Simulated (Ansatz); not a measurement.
InP under load (space group P6_3mc), r2SCAN with spin-orbit coupling, rigid bands (Ansatz, a first-principles code). Condition of this run: uniaxial stress along c of -1 GPa (compression positive) (the target of the relaxation). Band gap 1.09 eV, N_c = 6.63e17 cm⁻³ and N_v = 1.40e19 cm⁻³ at 300 K, conductivity masses along y (a = (4.14, 0.00, 0.00) Å; b = (-2.07, 3.59, 0.00) Å; c = (0.00, 0.00, 6.87) Å) of 0.101 mₑ (electrons) and 0.644 mₑ (holes). Take k_BT = 0.02585 eV.

Q: What thermal injection velocity √(2k_BT/πm) limits a ballistic channel along the direction named?

A: 1.69e7 cm/s for electrons and 6.70e6 cm/s for holes, a ratio of √(m_h/m_e) = 2.53, for dilute carriers.

Q: A film of it is 5 nm thick, with its normal along the direction named. Estimate the confinement energies in an infinite well.

A: ħ²π²/(2m t²) = 0.376 eV·nm²/(m/mₑ × t²) gives 149 meV for electrons and 23.4 meV for holes, so the gap would widen to about 1.26 eV. Finite barriers and nonparabolic bands lower this, and with several valleys or bands the heaviest mass along the normal sets the lowest level, not this average.

Q: Find the intrinsic carrier density and the intrinsic Fermi level.

A: n_i = √(N_c N_v) exp(−E_g/2k_BT) = 3.05e18 × exp(−21.08) = 2.1e9 cm⁻³. The level lies (k_BT/2) ln(N_v/N_c) = 39 meV from mid-gap (positive towards the conduction band). Each 0.1 eV added to the gap lowers n_i by a factor of 6.9.

Rigid bands with the computed gap; masses take one relaxation time for all states. Geometry: cell and atoms relaxed with PBEsol.
